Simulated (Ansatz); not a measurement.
**ZnSe: response to strain**

Take ZnSe in the zinc blende structure (space group F-43m, No. 216; a = 5.6656 Å) as the base. Axes: x, y, z lie along the cube axes.

Strains are applied to the cell and any free atomic positions relax.

All numbers come from Kohn–Sham DFT with the r2SCAN functional, run in Ansatz (an electronic-structure program) with PAW and 500 eV plane waves, spin-orbit coupling left out.

Notes on the quantities. pressure: mean of the normal stresses, compression positive.

```csv
variant,pressure,hole mass,band gap,electron mass
base,-0.1 kbar,–,1.87 eV,0.12 mₑ (at Γ)
uniaxial strain ε_zz = −3.00 %,21.0 kbar,"0.14 mₑ along z, 0.56 mₑ across (at Γ)",1.92 eV,0.13 mₑ (at Γ)
uniaxial strain ε_zz = −2.50 %,17.3 kbar,"0.14 mₑ along z, 0.57 mₑ across (at Γ)",1.91 eV,0.13 mₑ (at Γ)
uniaxial strain ε_zz = −2.00 %,13.6 kbar,"0.14 mₑ along z, 0.57 mₑ across (at Γ)",1.90 eV,0.13 mₑ (at Γ)
uniaxial strain ε_zz = −1.50 %,10.1 kbar,"0.14 mₑ along z, 0.58 mₑ across (at Γ)",1.90 eV,0.13 mₑ (at Γ)
uniaxial strain ε_zz = −1.00 %,6.6 kbar,"0.13 mₑ along z, 0.59 mₑ across (at Γ)",1.89 eV,0.13 mₑ (at Γ)
uniaxial strain ε_zz = −0.50 %,3.2 kbar,–,1.88 eV,0.12 mₑ (at Γ)
```

Effective masses come from finite differences of ±0.01 Å⁻¹. Whether these cells are dynamically stable was not tested.
